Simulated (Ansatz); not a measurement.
A computed series for Al2Cu: pressure series

Start from Al2Cu (space group I4/mcm, No. 140).

```
Al2Cu
1.0
   -3.02979     3.02979     2.43726
    3.02979    -3.02979     2.43726
    3.02979     3.02979    -2.43726
Al Cu
4 2
Direct
  0.65828   0.15828   0.81655
  0.84172   0.65828   0.50000
  0.15828   0.34172   0.50000
  0.34172   0.84172   0.18345
  0.25000   0.25000   0.00000
  0.75000   0.75000   0.00000
```

Cell and atoms are relaxed at each pressure.

The values are results of PBE (Ansatz, a program for electronic structure; PAW; 420 eV plane waves; no SOC), not measurements.

Notes on the quantities. enthalpy: H = E + PV relative to the base's energy.

```json
[
 {"variant": "base", "enthalpy": "–", "shortest interatomic distance": "2.437 Å"},
 {"variant": "pressure −2 GPa", "enthalpy": "-0.19 eV/atom", "shortest interatomic distance": "2.456 Å"},
 {"variant": "pressure −1 GPa", "enthalpy": "-0.09 eV/atom", "shortest interatomic distance": "2.446 Å"},
 {"variant": "pressure 0.9 GPa", "enthalpy": "+0.08 eV/atom", "shortest interatomic distance": "2.430 Å"},
 {"variant": "pressure 2.1 GPa", "enthalpy": "+0.19 eV/atom", "shortest interatomic distance": "2.420 Å"},
 {"variant": "pressure 4.5 GPa", "enthalpy": "+0.41 eV/atom", "shortest interatomic distance": "2.402 Å"},
 {"variant": "pressure 9 GPa", "enthalpy": "+0.81 eV/atom", "shortest interatomic distance": "2.372 Å"},
 {"variant": "pressure 15 GPa", "enthalpy": "+1.31 eV/atom", "shortest interatomic distance": "2.339 Å"},
 {"variant": "pressure 22.5 GPa", "enthalpy": "+1.92 eV/atom", "shortest interatomic distance": "2.305 Å"},
 {"variant": "pressure 30 GPa", "enthalpy": "+2.51 eV/atom", "shortest interatomic distance": "___"}
]
```

**Question.** Some entries are withheld; estimate them.

**Answer.** 
- pressure 30 GPa, shortest interatomic distance: 2.277 Å

Load acts through the strain it causes; cell and atoms are relaxed under it. Stability against distortions was not tested. Competing high-pressure phases were not computed. The final runs are not spin-polarised.
